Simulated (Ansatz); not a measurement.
LiNbN2 (Pnma), PBEsol, rigid bands run with Ansatz (a first-principles code). Band gap 1.03 eV, N_c = 7.53e19 cm⁻³ and N_v = 4.18e20 cm⁻³ at 300 K, conductivity masses along x (a = (6.07, 0.00, 0.00) Å; b = (0.00, 4.19, 0.00) Å; c = (0.00, 0.00, 7.32) Å) of 1.84 mₑ (electrons) and 2.37 mₑ (holes). Take k_BT = 0.02585 eV.

Q: A film of it is 2 nm thick, with its normal along the direction named. Estimate the confinement energies in an infinite well.

A: ħ²π²/(2m t²) = 0.376 eV·nm²/(m/mₑ × t²) gives 51.1 meV for electrons and 39.7 meV for holes, so the gap would widen to about 1.12 eV. Finite barriers and nonparabolic bands lower this, and with several valleys or bands the heaviest mass along the normal sets the lowest level, not this average.

Q: What built-in voltage has an abrupt junction with N_A = 1e17 and N_D = 1e17 cm⁻³, all dopants ionised?

A: V_bi = E_g/e − (k_BT/e) ln(N_c N_v/(N_A N_D)) = 1.03 − 0.02585 × 14.96 = 0.64 V, for the computed gap.

Q: Find the intrinsic carrier density and the intrinsic Fermi level.

A: n_i = √(N_c N_v) exp(−E_g/2k_BT) = 1.77e20 × exp(−19.92) = 4.0e11 cm⁻³. The level lies (k_BT/2) ln(N_v/N_c) = 22 meV from mid-gap (positive towards the conduction band). Each 0.1 eV added to the gap lowers n_i by a factor of 6.9.

Rigid bands with the computed gap; masses take one relaxation time for all states. Spin-orbit coupling is left out; where it splits the top of the valence band, N_v and the p-type Seebeck coefficient come out somewhat high without it.

Computed structure with no diffraction record at hand here (it may be known, metastable or hypothetical): LiNbN2 (Pnma).
